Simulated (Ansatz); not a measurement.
Amorphous Ga24O38Si, 63 atoms at 4.84 g/cm³, one PBE-relaxed geometry, zone centre. Methods: PBE, scalar-relativistic without spin-orbit coupling (Ansatz, a quantum-chemistry and plane-wave program); r2SCAN, scalar-relativistic without spin-orbit coupling (Ansatz); HSE06, scalar-relativistic without spin-orbit coupling (Ansatz). Plane waves to 420 eV (r2SCAN 500 eV); exact exchange is cut at the cell's faces. At PBE the levels at the filled edge of the gap are localised (band-tail or defect states), and the nearest spread-out levels lie 1.9 eV apart at the zone centre. All rungs ran without spin polarisation.

Preparation: random packing, a CHGNet melt and quench, and a DFT relaxation. O atoms were pushed apart under 1.9 Å during the dynamics, to hinder bonds among them. The hot cell started wider than the set density and was brought back towards it in steps. It is the lowest in DFT energy of 2 quenches. It is a model cell: composition and starting density were chosen by hand, and all elements were melted together. No dispersion term was used. Its density started from a set value of 4.85 and ended at 4.84 g/cm³. The quench (nominally 220 K/ps over its main leg) was far faster than any real one, so the model tends to hold more defects than a real film. A cell of this size samples the disorder only roughly. The volume was free in the relaxation, at fixed shape. Stress components on the final sampling reach 2.6 GPa.

The relaxation ran on the zone centre alone. At PBE the level gap is 1.61 eV on a 2×2×2 Γ-centred mesh, and the spacing at the zone centre alone 1.62 eV.

What zone-centre spacing does r2SCAN give, roughly?

2.15 eV (+0.53 eV against PBE).

What zone-centre spacing does HSE06 give, roughly?

3.33 eV (+1.72 eV against PBE).

The highest filled and the lowest empty state spread over these numbers of atoms (participation numbers): PBE: 9.6 and 55.2; r2SCAN: 9.2 and 54.8; HSE06: 9.1 and 55.0.
